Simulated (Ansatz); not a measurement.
The reference is YN in the rock salt structure (space group Fm-3m, No. 225).

```
YN
1.0
    0.00000     2.44784     2.44784
    2.44784     0.00000     2.44784
    2.44784     2.44784     0.00000
N Y
1 1
Direct
  0.00000   0.00000   0.00000
  0.50000   0.50000   0.50000
```

Cartesian axes are those of the cell as printed.

Method: r2SCAN, PAW, 500 eV (Ansatz, a quantum-chemistry and plane-wave program; no spin-orbit coupling).

Base values:

```
Item                                          Result
-----------------------------  ---------------------
Shortest interatomic distance                2.448 Å
Valley order                   X along ⟨100⟩ 0.58 eV
Valence-band top at Γ            0.00, 0.00, 0.00 eV
```

Modification: the symmetric strain tensor [-0.0109 0.0178 -0.0116; 0.0178 -0.0053 -0.0066; -0.0116 -0.0066 0.0104]; the atoms relax in the strained cell.

**Question.** Predict the new shortest interatomic distance, valley order, energy relative to the base and valence-band top at Γ.

**Answer.** The shortest interatomic distance decreases by 0.026 Å to 2.422 Å; the valley order (the lowest conduction-band minima on the path, energy above the VBM, named in the base's zone) changes from X along ⟨100⟩ 0.58 eV to X along [100] 0.42 eV; X along [010] 0.43 eV; X along [001] 0.48 eV; the energy goes up by 16 meV/atom; the valence-band top at Γ (three highest levels, from the VBM) goes from 0.00, 0.00, 0.00 eV to 0.00, -0.11, -0.23 eV.

The levels and masses belong to the bands next to the band gap. Stability against distortions was not tested.
